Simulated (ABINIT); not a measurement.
A self-consistent single point of MnAu (Pm-3m, 2 atoms in the cell) with ABINIT.

Computed with LDA (PW92), norm-conserving pseudopotentials (PseudoDojo nc-sr-04 LDA standard) (plane waves; ABINIT).

The change in words: lattice scaled by 0.98. Reference geometry:
```xyz
2
Lattice="3.2078 0.0000 0.0000 0.0000 3.2078 0.0000 0.0000 0.0000 3.2078" Properties=species:S:1:pos:R:3 pbc="T T T"
Mn     1.6039     1.6039     1.6039
Au     0.0000     0.0000     0.0000
```
Moments meant for the start (each program seeds them in its own way; μB, in the order of the atoms Mn Au): 4.0 0.0.

Reference input (self-consistent single point, DFT, LDA (PW92), plane waves, norm-conserving pseudopotentials (PseudoDojo nc-sr-04 LDA standard)): pseudos = [Mn.upf, Au.upf]; ecut = 48 Ha; nsppol = 2; occopt = 3; tsmear = 0.05 eV; ngkpt = 10 10 10; nshiftk = 1; shiftk = 0 0 0; potentials = PseudoDojo nc-sr-04 LDA standard; nband = 25; kptopt = 1; nstep = 50. This run's input differs from it in these lines:

```diff
@@ -3,3 +3,3 @@
 pseudos "Mn.upf, Au.upf"
-acell 3.2077600000 3.2077600000 3.2077600000 Angstrom
+acell 3.1436050000 3.1436050000 3.1436050000 Angstrom
 rprim
@@ -13,3 +13,3 @@
 xcart
-         1.6038800000    1.6038800000    1.6038800000
+         1.5718025000    1.5718025000    1.5718025000
          0.0000000000    0.0000000000    0.0000000000
```

The program printed (abridged):

```
--- !BeginCycle
solver: {iscf: 7, nstep: 50, nline: 4, wfoptalg: 0, }
tolerances: {toldfe: 1.00E-09, }
...

     iter   Etot(hartree)     deltaE(h) residm    vres2    magn
 ETOT  1  -255.79330889426    -2.56E+02 2.31E-01 5.27E+03 3.486
 ETOT  2  -254.16340708374     1.63E+00 6.19E-02 2.81E+04 2.018
 ETOT  3  -256.29467379069    -2.13E+00 3.14E-02 3.33E+02 3.727
 ETOT  4  -256.33650951154    -4.18E-02 5.30E-02 7.34E+01 3.753
 ETOT  5  -256.34122004824    -4.71E-03 2.45E-03 1.28E+01 3.821
   [... 3 lines left out ...]
 ETOT  9  -256.34240313064    -5.03E-07 2.55E-03 1.20E-03 3.934
 ETOT 10  -256.34240322241    -9.18E-08 2.41E-03 2.01E-06 3.934
 ETOT 11  -256.34240322292    -5.08E-10 7.85E-04 9.03E-09 3.934
 ETOT 12  -256.34240322291     6.93E-12 8.26E-04 2.40E-09 3.934
 At SCF step   12, etot is converged :
  for the second time, diff in etot=  6.935E-12 < toldfe=  1.000E-09

 Cartesian components of stress tensor (hartree/bohr^3)
  sigma(1 1)=  1.55715515E-04  sigma(3 2)=  0.00000000E+00
  sigma(2 2)=  1.55715515E-04  sigma(3 1)=  0.00000000E+00
  sigma(3 3)=  1.55715515E-04  sigma(2 1)=  0.00000000E+00

 Integrated electronic and magnetization densities in atomic spheres:
 Radius=ratsph(iatom), smearing ratsm=  0.0000. Diff(up-dn)=approximate z local magnetic moment.
 Atom    Radius    up_density   dn_density  Total(up+dn)  Diff(up-dn)
    1   2.00000     8.190403     4.662622     12.853025     3.527781
    2   2.00000     7.847989     7.720258     15.568247     0.127732
  Sum:             16.038393    12.382879     28.421272     3.655513
   [... lines left out ...]
 Total magnetization (from the atomic spheres):             3.655513
 Total magnetization (exact up - dn):                       3.934165
 Fermi (or HOMO) energy (hartree) =   0.44522   Average Vxc (hartree)=  -0.49802
 Fermi (or HOMO) energy (eV) =  12.11517   Average Vxc (eV)= -13.55181
   [... lines left out ...]
total_energy        : -2.56342403222909E+02
total_energy_eV     : -6.97543153369347E+03
band_energy         : -2.43665313234817E+01
...

-Cartesian components of stress tensor (GPa)         [Pressure= -4.5813E+00 GPa]
- sigma(1 1)=  4.58130784E+00  sigma(3 2)=  0.00000000E+00
- sigma(2 2)=  4.58130784E+00  sigma(3 1)=  0.00000000E+00
- sigma(3 3)=  4.58130784E+00  sigma(2 1)=  0.00000000E+00

 Calculation completed.
```

The run converged in 12 iterations. Against the reference run the free energy goes down by 48.9 meV/atom, the pressure goes from -11.02 to -4.58 GPa and the size of the net moment goes from 2.04 to 1.97 μB/atom.

The starting cell comes from a database of computed structures (which also holds hypothetical and non-ambient phases and stackings), without a prior relaxation at this level. For this run, on top of that: lattice scaled by 0.98. With one magnetic atom in the cell only a parallel order is possible. With a pressure of about -5 GPa the cell is away from its equilibrium volume at this level.

Cost on one core of a shared machine: roughly 5 min.
